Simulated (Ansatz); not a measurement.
Cubic perovskite CsPbF3 was calculated with PBEsol (PAW; Ansatz, a first-principles code).

Run with plane-wave cutoff 520 eV, 8×8×8 k mesh, Fermi–Dirac smearing 0.01 eV, scalar-relativistic PAW data made under PBE.

The cell is scaled about its equilibrium volume:

| V (Å³/atom) | P (GPa) | direct gap at Γ (eV) | smallest gap on the k mesh (eV) |
|---|---|---|---|
| 20.982 | 3.20 | 8.277 | 2.319 |
| 21.428 | 2.00 | 8.189 | 2.425 |
| 21.875 | 0.94 | 8.071 | 2.525 |
| 22.321 | 0.00 | 7.957 | 2.618 |
| 22.768 | -0.84 | 7.847 | 2.705 |
| 23.214 | -1.59 | 7.742 | 2.785 |
| 23.660 | -2.25 | 7.640 | 2.860 |

The fundamental gap (2.62 eV at the equilibrium volume, with added k points) lies elsewhere than Γ–Γ.

Spin–orbit coupling is not included; with these elements it can move the gap by several tenths of an eV or more.
